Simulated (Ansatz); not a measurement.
# CsCl-type HoIr

The numbers are results of LDA (Ansatz, a program for electronic structure, PAW), not measurements.

Numerical settings: plane-wave cutoff 520 eV, 16×16×16 k mesh, Fermi–Dirac smearing 0.05 eV, spin-polarised with parallel moments, scalar-relativistic PAW data made under PBE.

Cell: relaxed at this level.

```yaml
band_gap: none
lattice_constant_a: 3.312 Å
bulk modulus B0: 153 GPa
```

Note: the magnetic order was assumed, not searched for or taken from measurement; the 4f shell is treated without U or exact exchange, so its levels and filling can be wrong; the bulk modulus is −V dP/dV from two relaxed cells at ±2 % in volume; the volume lies 6 % below that of the published cell.

Spin–orbit coupling is not included.

The computed numbers hold no vibrational or temperature effects.

The result took about 2.0 core-minutes (a rough figure).
